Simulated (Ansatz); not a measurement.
Take TaN in the rock salt structure (space group Fm-3m, No. 225; a = 4.376 Å) as the base.

The values are results of plane-wave PAW DFT at the PBEsol level (Ansatz, an electronic-structure program, 420 eV), no spin-orbit coupling, not measurements.

Base values:

```
Item                  Result
-------------------  -------
Lattice parameter a  4.376 Å
```

The change: full substitution Ta → Ti, then cell and atoms are relaxed.

Tabulated Pauling electronegativity and covalent radius: Ta 1.50, 1.70 Å; Ti 1.54, 1.60 Å.

Task: Estimate the effect on the lattice parameter a.

Result: The lattice parameter a shrinks by 0.172 Å (4.376 Å → 4.204 Å).

Whether these cells are dynamically stable was not tested. The final runs are not spin-polarised. An odd electron count without spin: TiN. This is not the structure that TaN has at room temperature and ambient pressure.
